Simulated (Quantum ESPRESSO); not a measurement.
Troubleshooting Quantum ESPRESSO: a failed run on Y₂AlN₃ (Cmc2_1, 12 atoms in the cell). The aim is a self-consistent single point with DFT, PBEsol, plane waves, PseudoDojo standard norm-conserving (PBESOL) pseudopotentials.

This input was run:

```fortran
&CONTROL
 calculation = 'scf'
 prefix = 'pwscf'
 outdir = './work'
 pseudo_dir = './'
 tprnforce = .true.
 tstress = .true.
/
&SYSTEM
 ibrav = 0
 nat = 12
 ntyp = 3
 ecutwfc = 85
 occupations = 'smearing'
 smearing = 'gaussian'
 degauss = 0.00147
/
&ELECTRONS
 conv_thr = 1.0e-11
 mixing_beta = 0.3
/
ATOMIC_SPECIES
Y     88.9058  Y.upf
Al    26.9815  Al.upf
N     14.0070  N.upf
ATOMIC_POSITIONS {angstrom}
Y     7.4048255438   -1.9904562678    4.9066763425
Y     3.8353844562    1.9904562678    2.3376013425
Y     3.8353844562   -1.9904562678    4.9066763425
Y     7.4048255438    1.9904562678    2.3376013425
Al    5.6201050000    0.9956047101    5.0468450745
Al    5.6201050000   -0.9956047101    2.4777700745
N     7.2873653493   -1.9852469637    2.1369565850
N     3.9528446507    1.9852469637    4.7060315850
N     3.9528446507   -1.9852469637    2.1369565850
N     7.2873653493    1.9852469637    4.7060315850
N     5.6201050000    0.7616253645    1.7884872520
N     5.6201050000   -0.7616253645    4.3575622520
K_POINTS {automatic}
3 3 3  1 1 1
CELL_PARAMETERS {angstrom}
   5.6201050000    -3.1381350000     0.0000000000
   5.6201050000     3.1381350000     0.0000000000
   0.0000000000     0.0000000000     5.1381500000
```

Output, abridged:

```
     This program is part of the open-source Quantum ESPRESSO suite
     for quantum simulation of materials; please cite

 %%%%%%%%%%%%%%%%%%%%%%%%%%%%%%%%%%%%%%%%%%%%%%%%%%%%%%%%%%%%%%%%%%%%%%%%%%%%%%
     Error in routine  read_namelists (1):
      bad line in namelist &control: " tprnforce = .true." (error could be in the previous line)
 %%%%%%%%%%%%%%%%%%%%%%%%%%%%%%%%%%%%%%%%%%%%%%%%%%%%%%%%%%%%%%%%%%%%%%%%%%%%%%

     stopping ...
```

**Question.** Read the log: what does the program object to, and what is the fix?

**Answer.** The fault is a keyword that the program does not know. The program does not know a key of this name. To fix it, use the program's own name for the key. The program stopped before any SCF iteration.

An input that runs soundly differs in these lines (not the only fix; some lines may just follow from the change or write a value another way):
```diff
- tprnforce = .true.
+ tprnfor = .true.
```

With that input, the run converged in 19 iterations: free energy E − TS -6271.1223 eV; top of the valence band (on the code's own zero) 8.56 eV; gap on the k-point mesh 2.49 eV; pressure -4.63 GPa; largest force (vector length) 0.249 eV/Å (DFT, PBEsol, plane waves, PseudoDojo standard norm-conserving (PBESOL) pseudopotentials).

On the sound input: the starting cell comes from a database of computed structures (which also holds hypothetical and non-ambient phases and stackings), without a prior relaxation at this level. With a pressure of about -5 GPa the cell is away from its equilibrium volume at this level. The shifted mesh does not hold Γ, so a gap read on it misses any band edge there.
